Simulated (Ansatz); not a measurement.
The parent structure is HfN in the rock salt structure (space group Fm-3m, No. 225; a = 4.502 Å; relaxed with 0.1 eV smearing). Axes: x, y, z lie along the cube axes.

Calculations: Ansatz (an electronic-structure program) PBEsol, spin-orbit coupling left out.

Base values:

```
Item                             Value
-----------------------------  -------
Shortest interatomic distance  2.251 Å
```

Perturbation: a pure shear with ε_xz = ε_zx = -0.0135; the atoms relax in the strained cell.

**Question.** Estimate the effect on the stress, shortest interatomic distance and energy relative to the base.

**Answer.** The stress (xx, yy, zz, yz, xz, xy; compression positive) comes out as (0.1, 0.0, 0.1, 0.0, 3.4, 0.0) GPa; the shortest interatomic distance remains 2.251 Å; the energy rises by 3.2 meV/atom.

No phonon test of stability was made. The final runs are not spin-polarised. An odd electron count without spin: HfN.
